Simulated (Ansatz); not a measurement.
The parent structure is GaMo4S8 (space group F-43m, No. 216).

```
CELL_PARAMETERS angstrom
      0.00000     4.83270     4.83270
      4.83270     0.00000     4.83270
      4.83270     4.83270     0.00000
ATOMIC_POSITIONS crystal
  Ga 0.75000 0.75000 0.75000
  Mo 0.55808 0.14731 0.14731
  Mo 0.14731 0.14731 0.14731
  Mo 0.14731 0.14731 0.55808
  Mo 0.14731 0.55808 0.14731
  S  0.38473 0.84580 0.38473
  S  0.88632 0.88632 0.88632
  S  0.88632 0.88632 0.34104
  S  0.34104 0.88632 0.88632
  S  0.88632 0.34104 0.88632
  S  0.38473 0.38473 0.84580
  S  0.84580 0.38473 0.38473
  S  0.38473 0.38473 0.38473
```

Cartesian axes are those of the cell as printed.

Method: Ansatz (an electronic-structure program) PBEsol, scalar-relativistic without spin-orbit coupling.

Strains are applied to the cell and any free atomic positions relax; under biaxial strain the out-of-plane vector relaxes too.

One change was made to it. Results:

```json
[
 {"quantity": "energy relative to the base (free energy F)", "base": "0 meV/atom", "after": "+6.4 meV/atom"},
 {"quantity": "pressure (mean of the normal stresses, compression positive)", "base": "0.0 GPa", "after": "2.3 GPa"}
]
```

Q: Name the change that was made.
(A) biaxial strain −0.76 %, plane normal [001], relaxed out of plane
(B) tensor shear ε_yz = +2.32 %
(C) uniaxial strain ε_zz = +0.48 %
(D) strain tensor (xx, yy, zz, yz, xz, xy) = (+0.46, −1.96, −0.51, +1.63, −0.34, +0.34) %

A: D, strain tensor (xx, yy, zz, yz, xz, xy) = (+0.46, −1.96, −0.51, +1.63, −0.34, +0.34) %. For comparison, the energy relative to the base in the other runs: biaxial strain −0.76 %, plane normal [001], relaxed out of plane gives +1.1 meV/atom; tensor shear ε_yz = +2.32 % gives +4.8 meV/atom; uniaxial strain ε_zz = +0.48 % gives +0.2 meV/atom.

Without a gap, meshes like the base's 7×7×7 leave anisotropic stresses uncertain by several tenths of a GPa, and small strain energies with them. Whether these cells are dynamically stable was not tested. The base started in R3m and relaxed to F-43m at this level. The final runs are not spin-polarised. An odd electron count without spin: GaMo4S8.
